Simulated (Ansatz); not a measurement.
Consider ZnSe in the zinc blende structure (space group F-43m, No. 216; a = 5.5675 Å). Axes: x, y, z lie along the cube axes.

The values are results of DFT with LDA, PAW potentials and a 420 eV plane-wave cutoff in Ansatz (an electronic-structure program), no SOC, not measurements.

For the base:

* **Pressure**: 0.00 GPa
* **Valley order**: Γ 1.25 eV; L along ⟨111⟩ 2.45 eV; X along ⟨100⟩ 2.69 eV

It is then changed as follows: biaxial strain +2.00 %, plane normal [001], relaxed out of plane (Cartesian); in-plane vectors clamped, the third vector and the atoms free.

Problem. What happens to the pressure, valley order and out-of-plane strain?

Solution. The pressure (mean of the normal stresses, compression positive) goes from zero to -1.07 GPa; the valley order (the lowest conduction-band minima on the path, energy above the VBM, named in the base's zone) changes from Γ 1.25 eV; L along ⟨111⟩ 2.45 eV; X along ⟨100⟩ 2.69 eV to Γ 1.08 eV; L along [1-1-1] 2.30 eV; X along [001] 2.50 eV; the out-of-plane strain comes out as -2.46 %.

The levels and masses belong to the bands next to the band gap. No phonon test of stability was made.
